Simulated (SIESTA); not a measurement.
# Input and output of a self-consistent single point for SiO₂ (P3_221, 9 atoms in the cell) (SIESTA)

Method of the run: SIESTA with GGA PBE, numerical atomic orbitals DZP, PseudoDojo PBE standard norm-conserving potentials (rewritten from UPF to PSML).

Input as run:

```
# files in the folder: Si.psml O.psml (PseudoDojo PBE standard)
SystemName  SiO2
SystemLabel siesta

NumberOfAtoms                9
NumberOfSpecies              2
%block ChemicalSpeciesLabel
  1 14 Si
  2 8 O
%endblock ChemicalSpeciesLabel
LatticeConstant              1.0 Ang
%block LatticeVectors
     4.969659000    0.000000000    0.000000000
    -2.484829000    4.303851000    0.000000000
     0.000000000    0.000000000    5.490292000
%endblock LatticeVectors
AtomicCoordinatesFormat      ScaledCartesian
%block AtomicCoordinatesAndAtomicSpecies
    -1.164887835    2.017645349    1.830095503  1
     1.319941696    2.286205651    0.000000000  1
     2.329776139    0.000000000    3.660196497  1
    -1.099188812    3.148008775    3.007691763  2
     0.308168761    1.777920848    1.177596260  2
     0.791021051    3.681772376    4.837787267  2
     3.275850195    0.622078624    2.482600237  2
     1.385640457    1.155842225    4.312695740  2
     2.792998348    2.525930152    0.652504733  2
%endblock AtomicCoordinatesAndAtomicSpecies

XC.functional                GGA
XC.authors                   PBE
PAO.BasisSize                DZP
PAO.EnergyShift              0.005 Ry
MeshCutoff                   400 Ry
%block kgrid.MonkhorstPack
    5   0   0  0.0
    0   5   0  0.0
    0   0   4  0.0
%endblock kgrid.MonkhorstPack
OccupationFunction           MP
OccupationMPOrder            0
ElectronicTemperature        50.0 meV

MaxSCFIterations             150
SCF.Mixer.Method             Broyden
SCF.Mixer.Weight             0.25
SCF.Mixer.History            6
SCF.DM.Tolerance             1.0E-05
Diag.ParallelOverK           true
WriteForces                  true
```

Output, abridged:

```
reinit: Reading from file input.fdf

reinit: System Name: SiO2
reinit: System Label: siesta

coor:   Atomic-coordinates input format  =     Cartesian coordinates
coor:                                          (in units of alat)

siesta: Atomic coordinates (Bohr) and species
siesta:     -2.20132   3.81280   3.45838  1        1
siesta:      2.49433   4.32030   0.00000  1        2
siesta:      4.40264   0.00000   6.91677  1        3
siesta:     -2.07717   5.94887   5.68371  2        4
siesta:      0.58235   3.35978   2.22533  2        5
siesta:      1.49481   6.95754   9.14209  2        6
siesta:      6.19046   1.17556   4.69143  2        7
siesta:      2.61848   2.18423   8.14981  2        8
siesta:      5.27800   4.77332   1.23306  2        9

siesta: System type = bulk

initatomlists: Number of atoms, orbitals, and projectors:      9   117   132

siesta: ******************** Simulation parameters ****************************
redata: Spin configuration                          = none
redata: Time-Reversal Symmetry                      = T
redata: Number of Atomic Species                    =        2
redata: Mesh Cutoff                                 =   400.0000 Ry
redata: Net charge of the system                    =     0.0000 |e|
redata: Min. number of SCF Iter                     =        0
redata: Max. number of SCF Iter                     =      150
redata: SCF convergence failure will abort job
redata: SCF mix quantity                            = Hamiltonian
redata: Mix DM or H after convergence               =   F
redata: Recompute H after scf cycle                 =   F
redata: Mix DM in first SCF step                    =   T
redata: No kicks to SCF
redata: DM Mixing Weight for Kicks                  =     0.5000
redata: Require Harris convergence for SCF          =   F
redata: Harris energy tolerance for SCF             =     0.000100 eV
redata: Require DM convergence for SCF              =   T
   [... lines left out ...]
diag: Used triangular part                          = Lower
diag: Absolute tolerance                            =  0.100E-15
diag: Orthogonalization factor                      =  0.100E-05
diag: Memory factor                                 =  1.0000

superc: Internal auxiliary supercell:     5 x     5 x     5  =     125
superc: Number of atoms, orbitals, and projectors:   1125  14625  16500

                        Single-point calculation

superc: Internal auxiliary supercell:     5 x     5 x     5  =     125
superc: Number of atoms, orbitals, and projectors:   1125  14625  16500

outcell: Unit cell vectors (Ang):
        4.969659    0.000000    0.000000
       -2.484829    4.303851    0.000000
        0.000000    0.000000    5.490292

outcell: Cell vector modules (Ang)   :    4.969659    4.969659    5.490292
outcell: Cell angles (23,13,12) (deg):     90.0000     90.0000    120.0000
outcell: Cell volume (Ang**3)        :    117.4301
new_DM -- step:     1
Initializing Density Matrix...

Attempting to read DM from file... Failed...
DM filled with atomic data:

InitMesh: MESH = 54 x 54 x 72 = 209952
InitMesh: Mesh cutoff (required, used) =   400.000   435.086 Ry

stepf: Methfessel-Paxton step function
       Using Hermite-Gauss polynomials of order  0
        iscf     Eharris(eV)        E_KS(eV)     FreeEng(eV)     dDmax    Ef(eV) dHmax(eV)
   scf:    1    -3020.156849    -3045.020842    -3045.020842  1.525709 -6.595288  7.194243
   scf:    2    -3057.437353    -3052.196103    -3052.196103  0.116621 -5.744520  2.672992
   scf:    3    -3053.890589    -3053.429331    -3053.429331  0.071283 -5.295473  0.157607
   scf:    4    -3053.433435    -3053.433027    -3053.433027  0.019132 -5.388342  0.116141
   scf:    5    -3053.433434    -3053.434921    -3053.434921  0.009901 -5.373523  0.056162
   scf:    6    -3053.436021    -3053.435587    -3053.435587  0.001146 -5.375857  0.015119
   scf:    7    -3053.435666    -3053.435637    -3053.435637  0.000389 -5.376813  0.002472
   scf:    8    -3053.435640    -3053.435639    -3053.435639  0.000069 -5.376906  0.000508
   scf:    9    -3053.435639    -3053.435639    -3053.435639  0.000017 -5.376822  0.000318
   scf:   10    -3053.435639    -3053.435639    -3053.435639  0.000012 -5.376800  0.000189
   scf:   11    -3053.435639    -3053.435639    -3053.435639  0.000003 -5.376783  0.000131
SCF Convergence by DM+H criterion
max |DM_out - DM_in|         :     0.0000027228
max |H_out - H_in|      (eV) :     0.0001314058
SCF cycle converged after 11 iterations

Using DM_out to compute the final energy and forces

siesta: E_KS(eV) =            -3053.4356

siesta: E_KS - E_eggbox =     -3053.4356

siesta: Atomic forces (eV/Ang):
     1   -0.038525    0.066495    0.000239
     2   -0.038473   -0.066639    0.000002
     3    0.076851   -0.000117   -0.000241
     4   -0.271116    0.076853    0.136707
     5    0.069427   -0.273242    0.136557
     6    0.202102    0.196329    0.136831
     7    0.202114   -0.196368   -0.136705
     8   -0.271349   -0.076494   -0.136557
     9    0.068973    0.273189   -0.136832
   Tot    0.000003    0.000007    0.000001
   Max    0.273242
   Res    0.149866    sqrt( Sum f_i^2 / 3N )
   Max    0.273242    constrained

Stress tensor Voigt[x,y,z,yz,xz,xy] (kbar):      -23.05      -23.11      -17.15        0.00       -0.00       -0.05
(Free)E + p*V (eV/cell)    -3051.8890
Target enthalpy (eV/cell)    -3053.4356

siesta: Program's energy decomposition (eV):
siesta: Ebs     =      -721.340992
siesta: Eions   =      4515.892867
siesta: Ena     =       711.622960
siesta: Ekin    =      1995.666605
siesta: Enl     =      -406.677094
siesta: Eso     =         0.000000
siesta: Edftu   =         0.000000
siesta: DEna    =       -20.262464
siesta: DUscf   =         4.254939
siesta: DUext   =         0.000000
siesta: Ex      =      -764.762722
siesta: Ec      =       -57.384998
siesta: Exc     =      -822.147719
siesta: Eharris =     -3053.435639
siesta: Etot    =     -3053.435639
siesta: FreeEng =     -3053.435639

siesta: Atomic forces (eV/Ang):
siesta:      1   -0.038525    0.066495    0.000239
siesta:      2   -0.038473   -0.066639    0.000002
siesta:      3    0.076851   -0.000117   -0.000241
siesta:      4   -0.271116    0.076853    0.136707
siesta:      5    0.069427   -0.273242    0.136557
siesta:      6    0.202102    0.196329    0.136831
siesta:      7    0.202114   -0.196368   -0.136705
siesta:      8   -0.271349   -0.076494   -0.136557
siesta:      9    0.068973    0.273189   -0.136832
siesta: ----------------------------------------
siesta:    Tot    0.000003    0.000007    0.000001

siesta: Stress tensor (static) (eV/Ang**3):
siesta:    -0.014387   -0.000033   -0.000001
siesta:    -0.000033   -0.014425    0.000001
siesta:    -0.000001    0.000001   -0.010702

siesta: Cell volume =        117.430054 Ang**3

siesta: Pressure (static):
siesta:                Solid            Molecule  Units
siesta:           0.00014345          0.00007274  Ry/Bohr**3
siesta:           0.01317111          0.00667843  eV/Ang**3
siesta:          21.10244564         10.70003228  kBar
```

The run converged in 11 iterations.

The starting cell comes from a database of computed structures (which also holds hypothetical and non-ambient phases and stackings), without a prior relaxation at this level. Its lattice was rescaled by a random factor within 2.5 % of one. Values carry the incompleteness of an atom-centred basis.

Cost on one core of a shared machine: roughly 60 s.
